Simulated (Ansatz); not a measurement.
Take Be in the hcp (Mg type) structure (space group P6_3/mmc, No. 194; a = 2.263 Å, c = 3.566 Å; relaxed with 0.1 eV smearing) as the base. Axes: x lies along a and z along c of the hexagonal cell.

Level of theory: PBE, PAW, 420 eV (Ansatz, a first-principles code; spin-orbit coupling left out).

Base values:

| Item | Result |
|---|---|
| Band gap | zero |
| Shortest interatomic distance | 2.211 Å |

Perturbation: the cell is compressed by 0.83 % along z with no lateral relaxation, atoms relaxed at fixed cell.

Problem. Estimate the effect on the stress.

Solution. The stress (xx, yy, zz, yz, xz, xy; compression positive) amounts to (0.1, 0.1, 3.2, 0.0, 0.0, 0.0) GPa.

Problem. What does the calculation give for the energy relative to the base after the change?

Solution. The energy rises by 0.7 meV/atom.

Problem. Estimate the effect on the band gap.

Solution. The band gap is still zero.

Problem. What does the calculation give for the shortest interatomic distance after the change?

Solution. The shortest interatomic distance decreases by 0.012 Å (2.211 Å → 2.199 Å).

The cells carry an imposed strain or load. No phonon test of stability was made.
